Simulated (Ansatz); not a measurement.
The starting structures come from a database of crystals and need not be the phases stable at ambient conditions.

 Where the default PAW files enter, the runs use the earlier of Ansatz's two default sets.

Tunnelling through a barrier is set by its complex band structure: the current falls as exp(−2κd) with the smallest κ.

Input:

```
CELL_PARAMETERS angstrom
      7.71564     0.00000     0.00000
     -3.85782     6.68194     0.00000
      3.85782     2.22731     3.14990
ATOMIC_POSITIONS crystal
  Li 0.00000 0.78314 0.78314
  Li 0.00000 0.21686 0.21686
  Li 0.43372 0.21686 0.34942
  Li 0.56628 0.78314 0.65058
  Li 0.00000 0.21686 0.78314
  Li 0.00000 0.78314 0.21686
  Li 0.56628 0.78314 0.21686
  Li 0.43372 0.21686 0.78314
  Li 0.00000 0.50000 0.50000
  S  0.00000 0.50000 0.00000
  S  0.50000 0.50000 0.00000
  S  0.50000 0.00000 0.00000
  N  0.00000 0.00000 0.00000
```

Space group of this cell: Pm-3m. The cell is taken as given.

Transport runs along the normal of the first two printed cell vectors, the (111) plane of the conventional cell.

No gap correction and no spin-orbit coupling; mid-gap values are interpolated between computed energies.

**Question.** Compute, with PBEsol run with Ansatz (a first-principles code), the band gap and the smallest decay constant κ at mid-gap.

**Answer.** Gap 2.37 eV on a 10×10×10 mesh; κ = 0.259 1/Å, at the zone centre.
